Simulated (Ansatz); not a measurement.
# A computed series for TiB2: pressure series

Consider TiB₂ (space group P6/mmm, No. 191).

```
CELL_PARAMETERS angstrom
      3.03199     0.00000     0.00000
     -1.51599     2.62578     0.00000
      0.00000     0.00000     3.22435
ATOMIC_POSITIONS crystal
  Ti 0.00000 0.00000 0.00000
  B  0.33333 0.66667 0.50000
  B  0.66667 0.33333 0.50000
```

Cell and atoms are relaxed at each pressure.

All numbers come from PBE (Ansatz, a program for electronic structure; PAW; 420 eV plane waves; no spin-orbit coupling).

```
pressure (GPa)  volume per atom (Å³/atom)
--------------  -------------------------
-2                                  8.626
-1                                  8.591
0                                   8.557
3                                   8.457
7                                   8.333
15                                  8.108
30                                      ?
50                                  7.369
100                                 6.681
```

Problem. Fit the third-order Birch–Murnaghan form P(V) = (3B₀/2)[(V₀/V)^(7/3) − (V₀/V)^(5/3)]·[1 + (3/4)(B₀′ − 4)((V₀/V)^(2/3) − 1)] (squares taken in P) to the rows shown and predict the withheld row.

Solution. Least squares on the printed values gives V₀ = 8.557 Å³/atom, B₀ = 251 GPa, B₀′ = 3.9; this predicts 7.751 Å³/atom, and the run gives 7.751 Å³/atom, in agreement.

Load acts through the strain it causes; cell and atoms are relaxed under it. Stability against distortions was not tested. No other phases were tried under pressure. All final runs are without spin polarisation.
